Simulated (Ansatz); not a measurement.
## The (32-50) surface of hcp Be in its 1x1 cell, outermost plane spacing 0.15 Å in the ideal cut

Computed with PBE (plane waves to 420 eV, PAW; Ansatz, an electronic-structure program).

Slab: 48 atoms, 10.5 Å thick at the start (thin: gaps and levels are the slab's own); k 11x4x1, smearing 0.1 eV, dipole-corrected; all atoms relaxed; symmetry of the start imposed; no spin, no spin-orbit, no U.

| Property | Result |
|---|---|
| work function of the top face | 4.16 eV |
| energy released by relaxation | 0.45 eV |
| cost | very roughly 4 core-minutes |
